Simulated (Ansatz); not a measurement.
# Effect of biaxial strain −2.08 %, plane normal [111], relaxed out of plane on Pt

Base system: Pt in the fcc (Cu type) structure (space group Fm-3m, No. 225; a = 3.942 Å; relaxed with 0.1 eV smearing). Axes: x, y, z lie along the cube axes.

It is then changed as follows: biaxial strain −2.08 %, plane normal [111], relaxed out of plane (Cartesian); in-plane vectors clamped, the third vector and the atoms free.

Computed with r2SCAN (Ansatz, a program for electronic structure; PAW; 500 eV plane waves; without spin-orbit coupling). k-mesh 29×29×29 (Γ-centred); smearing 0.1 eV (Fermi–Dirac).

```csv
quantity,base,changed,shift
volume per atom,15.31 Å³,15.07 Å³,-0.24 Å³
space group,Fm-3m (No. 225),R-3m (No. 166),–
shortest interatomic distance,2.787 Å,2.729 Å,-0.058 Å
energy relative to the base (free energy F),0 meV/atom,+15 meV/atom,+15 meV/atom
"pressure (mean of the normal stresses, compression positive)",0.0 GPa,5.2 GPa,+5.2 GPa
band gap,zero,zero,–
out-of-plane strain,–,+2.64 %,–
ratio −ε⊥/ε∥,–,1.27,–
mean in-plane stress (compression positive),–,+7.8 GPa,–
```

Final structure (turned so that z lies along the plane normal):

```
Pt
1.0
    2.72928     0.00000     0.00000
    1.36464     2.36362     0.00000
    1.36464    -0.78787     2.33592
Pt
1
Cartesian
  0.00000   0.00000   0.00000
```

Stability against distortions was not tested. The final runs are not spin-polarised.
